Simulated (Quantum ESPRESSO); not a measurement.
Worked example: self-consistent single point of NiS2 (P1, 6 atoms in the cell) in Quantum ESPRESSO.

Method of the run: PBEsol, PSlibrary ultrasoft (PBE) pseudopotentials (plane waves; Quantum ESPRESSO).

The change in words: atoms moved at random. Reference geometry:
```
NiS2
1.0
    4.07766     0.00000     0.00000
    0.00000     5.20147     0.00000
   -2.01029     0.00000     4.88022
Ni S
2 4
Direct
  0.75106   0.83360   0.74947
  0.24894   0.33360   0.25053
  0.26741   0.95001   0.41712
  0.73259   0.45001   0.58288
  0.76670   0.21643   0.91754
  0.23330   0.71643   0.08246
```

Reference input (self-consistent single point, DFT, PBEsol, plane waves, PSlibrary ultrasoft (PBE) pseudopotentials): ecutwfc = 50 Ry; ecutrho = 300 Ry; occupations = smearing; smearing = fermi-dirac; degauss = 0.00147 Ry; input_dft = pbesol; potentials = {Ni: Ni.pbe-n-rrkjus_psl.1.0.0.UPF, S: S.pbe-n-rrkjus_psl.1.0.0.UPF}; K_POINTS = automatic 6 5 5 0 0 0; conv_thr = 1e-10 Ry; mixing_beta = 0.3. This run's input differs from it in these lines:

```diff
@@ -27,8 +27,8 @@
 ATOMIC_POSITIONS angstrom
-Ni    1.555918271    4.335945392    3.657579233
-Ni    0.511455729    1.735210392    1.222641767
-S     0.251876564    4.941448515    2.035637783
-S     1.815497436    2.340713515    2.844583216
-S     1.281824106    1.125754152    4.477797976
-S     0.785549894    3.726489152    0.402423024
+Ni    1.623688038    4.359123142    3.650097854
+Ni    0.467043608    1.729577200    1.251176419
+S     0.233446299    4.914005559    2.028795714
+S     1.809461005    2.267877330    2.828293039
+S     1.299321909    1.138523761    4.496020722
+S     0.769167230    3.796459326    0.386274372
 K_POINTS automatic
```

The program printed (abridged):

```
     Self-consistent Calculation

     iteration #  1     ecut=    50.00 Ry     beta= 0.30

     total energy              =    -283.64396019 Ry
     estimated scf accuracy    <       1.05632300 Ry

     iteration #  2     ecut=    50.00 Ry     beta= 0.30

     total energy              =    -283.82633187 Ry
     estimated scf accuracy    <       1.86566684 Ry

     iteration #  3     ecut=    50.00 Ry     beta= 0.30

     total energy              =    -283.99520608 Ry
     estimated scf accuracy    <       0.05036094 Ry

   [... 11 blocks of this kind left out ...]

     iteration # 15     ecut=    50.00 Ry     beta= 0.30

     total energy              =    -284.00796536 Ry
     estimated scf accuracy    <          1.2E-10 Ry

     iteration # 16     ecut=    50.00 Ry     beta= 0.30
     End of self-consistent calculation

     the Fermi energy is     8.0201 ev

!    total energy              =    -284.00796536 Ry
     estimated scf accuracy    <          1.1E-11 Ry
     smearing contrib. (-TS)   =      -0.00001965 Ry
     internal energy E=F+TS    =    -284.00794571 Ry

     convergence has been achieved in  16 iterations

     Forces acting on atoms (cartesian axes, Ry/au):

     atom    1 type  1   force =    -0.02209951   -0.01096290   -0.02100441
     atom    2 type  1   force =     0.00417617    0.01415717   -0.00889318
     atom    3 type  2   force =    -0.00327686    0.02359413    0.03398611
     atom    4 type  2   force =     0.01336664    0.04428895   -0.00627943
     atom    5 type  2   force =    -0.01523163   -0.02047803    0.00467153
     atom    6 type  2   force =     0.02306519   -0.05059932   -0.00248062

     Total force =     0.094976     Total SCF correction =     0.000005

          total   stress  (Ry/bohr**3)                   (kbar)     P=       -4.71
  -0.00002032  -0.00001639   0.00000687           -2.99       -2.41        1.01
  -0.00001639  -0.00014093   0.00001440           -2.41      -20.73        2.12
   0.00000687   0.00001440   0.00006510            1.01        2.12        9.58

   JOB DONE.
```

The run converged in 16 iterations. Against the reference run the free energy goes up by 25.1 meV/atom, the pressure goes from -1.01 to -0.47 GPa, the largest force goes from 0.381 to 1.431 eV/Å and the gap on the mesh goes from 0.196 to 0.120 eV.

The starting cell comes from a database of computed structures (which also holds hypothetical and non-ambient phases and stackings), without a prior relaxation at this level. For this run, on top of that: atoms moved at random. Spin polarisation is off, so a magnetic state, if there is one, cannot be reached. Forces in this geometry exceed 1 eV/Å.

Cost on one core of a shared machine: roughly 4 min.
